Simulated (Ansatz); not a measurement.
**wurtzite AlN (P6_3mc) under hydrostatic pressure**

Cell and atoms are relaxed with PBEsol to each stress (compression positive); bands and masses by PBEsol with spin-orbit coupling, rigid bands (plane waves, PAW; Ansatz, a first-principles code).

```cif
data_Al2N2
_chemical_formula_sum 'Al2 N2'
_space_group_name_H-M_alt 'P 1'
_space_group_IT_number 1
_cell_length_a 3.11376
_cell_length_b 3.11376
_cell_length_c 4.98369
_cell_angle_alpha 90.000
_cell_angle_beta 90.000
_cell_angle_gamma 120.000
loop_
_space_group_symop_operation_xyz
  'x, y, z'
loop_
_atom_site_label
_atom_site_type_symbol
_atom_site_fract_x
_atom_site_fract_y
_atom_site_fract_z
_atom_site_occupancy
Al1 Al 0.66667 0.33333 0.49902 1
Al2 Al 0.33333 0.66667 0.99902 1
N1 N 0.66667 0.33333 0.88098 1
N2 N 0.33333 0.66667 0.38098 1
```

```csv
stress (GPa),ln(V/V₀) (%),gap (eV),mean mₑ*
-2.00,1.02,4.013,0.30
0,0,4.095,0.31
2.00,-0.98,4.175,0.31
5.00,-2.38,4.292,0.32
10.00,-4.58,4.473,0.33
```

 Masses are conductivity masses at 300 K in electron masses, harmonic means over x, y and z.

Q: Estimate the bulk modulus from the two loads next to zero.

A: B ≈ −Δp/Δln V = 4.00 GPa/2.00 % = 200 GPa (PBEsol), a mean over this interval.

Q: How fast does the gap move on either side of zero load?

A: Under tension, (4.013 − 4.095) eV over -2.00 GPa = 41 meV/GPa, or about -8.0 eV per unit ln V; under compression, (4.175 − 4.095) eV over 2.00 GPa = 40 meV/GPa, or about -8.2 eV per unit ln V. The two slopes part by 1 meV/GPa; gaps are resolved to about 0.01 eV, which allows 10 meV/GPa, so these rows don't tell them apart.

Masses are those of dilute carriers in rigid bands with one relaxation time, without polarons. Third decimals of gaps are kept for the arithmetic. Every relaxation keeps the wurtzite phase (space group P6_3mc under this load), so a transition, a distortion that breaks the symmetry or fracture can't show.
